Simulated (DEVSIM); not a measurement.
Structure: abrupt GaAs p-n junction, at 300 K.

Layer 1 from the left is GaAs, thickness (μm) 0.320, Na (cm⁻³) 3.6e17, τn (s) 3.9e-9, τp (s) 3.9e-9. Layer 2 from the left is GaAs, thickness (μm) 32.0, Nd (cm⁻³) 2.2e15, τn (s) 3.9e-9, τp (s) 3.9e-9.

Left contact: ohmic. Right contact: ohmic. Voltage is applied to the left contact. Recombination: SRH at mid-gap, radiative, Auger. Mobility is μmin + (μ − μmin)/(1 + (N/Nref)^α).

This is a model device: material constants are rounded textbook-type values typed into the input, and sizes, dopings and lifetimes were drawn at random. Values at 300 K.

GaAs: gap (eV) 1.424, affinity (eV) 4.07, permittivity 12.9, Nc (cm⁻³) 4.7e17, Nv (cm⁻³) 9e18, μn (cm²/Vs) 8500, μp (cm²/Vs) 400, μn,min 500, μp,min 20, Nref,n 6e16, Nref,p 1.5e17, αn 0.39, αp 0.38, B (cm³/s) 2e-10, Cn (cm⁶/s) 1e-30, Cp (cm⁶/s) 1e-30.

Question: Estimate by hand the built-in potential, the peak field at zero bias, the capacitance at -1.5 V, and compare with a numerical solution.

Answer: 
- Built-in potential: ni = √(Nc Nv) exp(−Eg/2kT) = 2250000 cm⁻³ with Eg = 1.424 eV; Vbi = kT/q ln(Na Nd/ni²) = 1.202 V; numerical 1.202 V.
- Peak field at zero bias: depletion approximation: W = √(2εVbi/(qN)) = 0.885 μm with N = 2.19e15 cm⁻³; field = 2Vbi/W = 27200 V/cm; numerical 37900 V/cm (estimate below by 28 %).
- Capacitance at -1.5 V: C = √(qεN / 2(Vbi + |V|)) = 8.60 nF/cm²; numerical 8.71 nF/cm² (estimate below by 1.2 %).

DEVSIM, 1D drift-diffusion, Boltzmann statistics, complete ionisation; no tunnelling, impact ionisation, image-force lowering or self-heating.
